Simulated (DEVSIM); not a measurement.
Structure: abrupt Ge p-n junction, at 300 K.

Layer 1 from the left is Ge, thickness (μm) 0.410, Na (cm⁻³) 5.2e17, τn (s) 2.6e-7, τp (s) 2.6e-7. Layer 2 from the left is Ge, thickness (μm) 240, Nd (cm⁻³) 1.8e15, τn (s) 2.6e-7, τp (s) 2.6e-7.

Left contact: ohmic. Right contact: ohmic. Voltage is applied to the left contact. Recombination: SRH at mid-gap, radiative, Auger. Mobility is constant in doping.

The device is made up for the run: typed textbook-type constants, with dimensions and the other settings drawn at random. Values at 300 K.

Ge: gap (eV) 0.664, affinity (eV) 4, permittivity 16, Nc (cm⁻³) 1.04e19, Nv (cm⁻³) 6e18, μn (cm²/Vs) 3900, μp (cm²/Vs) 1900, B (cm³/s) 6.4e-14, Cn (cm⁶/s) 1e-31, Cp (cm⁶/s) 1e-31.

Q: Estimate by hand the built-in potential, the peak field at zero bias, and compare with a numerical solution.

A: 
- Built-in potential: ni = √(Nc Nv) exp(−Eg/2kT) = 2.09e13 cm⁻³ with Eg = 0.664 eV; Vbi = kT/q ln(Na Nd/ni²) = 0.377 V; numerical 0.377 V.
- Peak field at zero bias: depletion approximation: W = √(2εVbi/(qN)) = 0.610 μm with N = 1.79e15 cm⁻³; field = 2Vbi/W = 12400 V/cm; numerical 34700 V/cm (estimate below by 64 %).

Simulated with DEVSIM: 1D drift-diffusion, Boltzmann statistics, complete ionisation; no tunnelling, impact ionisation, image-force lowering or self-heating.
